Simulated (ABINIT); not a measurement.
Input and output of a self-consistent single point for TaOs₃ (Pm-3m, 4 atoms in the cell) (ABINIT).

Method: LDA (PW92), norm-conserving pseudopotentials (PseudoDojo nc-sr-04 LDA standard) (plane waves; ABINIT).

```xyz
4
Lattice="3.9150 0.0000 0.0000 0.0000 3.9150 0.0000 0.0000 0.0000 3.9150" Properties=species:S:1:pos:R:3 pbc="T T T"
Ta     0.0000     0.0000     0.0000
Os     0.0000     1.9575     1.9575
Os     1.9575     0.0000     1.9575
Os     1.9575     1.9575     0.0000
```

Reference input (self-consistent single point, DFT, PBEsol, plane waves, norm-conserving pseudopotentials (PseudoDojo nc-sr-04 PBEsol standard)): pseudos = [Ta.upf, Os.upf]; ecut = 37 Ha; ixc = -116133; occopt = 3; tsmear = 0.1 eV; ngkpt = 7 7 7; nshiftk = 1; shiftk = 0 0 0; potentials = PseudoDojo nc-sr-04 PBEsol standard; nband = 40; kptopt = 1; nstep = 60. This run's input differs from it in these lines:

```diff
@@ -1,2 +1,2 @@
-# TaOs3, PseudoDojo nc-sr-04 PBEsol standard
+# TaOs3, PseudoDojo nc-sr-04 LDA standard
 pp_dirpath "./"
@@ -18,3 +18,3 @@
 ecut 37
-ixc -116133
+ixc 7
 occopt 3
```

Its files differ too (potentials: PseudoDojo nc-sr-04 PBEsol standard → PseudoDojo nc-sr-04 LDA standard).

Log, with long lists cut:

```
--- !BeginCycle
solver: {iscf: 7, nstep: 60, nline: 4, wfoptalg: 0, }
tolerances: {toldfe: 1.00E-09, }
...

     iter   Etot(hartree)      deltaE(h)  residm     vres2
 ETOT  1  -368.81056555959    -3.688E+02 2.408E-01 8.779E+01
 ETOT  2  -368.99756468998    -1.870E-01 3.929E-02 8.284E+01
 ETOT  3  -369.00394989830    -6.385E-03 3.057E-03 5.743E+01
 ETOT  4  -369.01189359999    -7.944E-03 2.032E-03 1.389E-01
 ETOT  5  -369.01191357298    -1.997E-05 9.813E-04 5.664E-04
 ETOT  6  -369.01191372607    -1.531E-07 8.651E-04 1.144E-05
 ETOT  7  -369.01191372837    -2.303E-09 9.331E-04 4.355E-07
 ETOT  8  -369.01191372844    -6.628E-11 7.455E-04 5.792E-10
 ETOT  9  -369.01191372845    -7.049E-12 6.899E-04 2.510E-11
 At SCF step    9, etot is converged :
  for the second time, diff in etot=  7.049E-12 < toldfe=  1.000E-09

 Cartesian components of stress tensor (hartree/bohr^3)
  sigma(1 1)=  4.44779531E-04  sigma(3 2)=  0.00000000E+00
  sigma(2 2)=  4.44779531E-04  sigma(3 1)=  0.00000000E+00
  sigma(3 3)=  4.44779531E-04  sigma(2 1)=  0.00000000E+00

 ----iterations are completed or convergence reached----

 reduced coordinates (array xred) for    4 atoms
       0.000000000000      0.000000000000      0.000000000000
       0.000000000000      0.500000000000      0.500000000000
       0.500000000000      0.000000000000      0.500000000000
       0.500000000000      0.500000000000      0.000000000000
 cartesian forces (eV/Angstrom) at end:
    1     -0.00000000000000    -0.00000000000000    -0.00000000000000
   [... lines left out ...]
 Fermi (or HOMO) energy (hartree) =   0.60510   Average Vxc (hartree)=  -0.54484
   [... lines left out ...]
total_energy        : -3.69011913728445E+02
total_energy_eV     : -1.00413248333779E+04
band_energy         : -2.79140455817408E+01
...

-Cartesian components of stress tensor (GPa)         [Pressure= -1.3086E+01 GPa]
- sigma(1 1)=  1.30858634E+01  sigma(3 2)=  0.00000000E+00
- sigma(2 2)=  1.30858634E+01  sigma(3 1)=  0.00000000E+00
- sigma(3 3)=  1.30858634E+01  sigma(2 1)=  0.00000000E+00

 Calculation completed.
```

The run converged in 9 iterations. Against the reference run the pressure goes from -6.29 to -13.09 GPa.

The starting cell comes from a database of computed structures (which also holds hypothetical and non-ambient phases and stackings), without a prior relaxation at this level. Spin polarisation is off. With a pressure of about -13 GPa the cell is away from its equilibrium volume at this level.

Cost on one core of a shared machine: roughly 2 min.
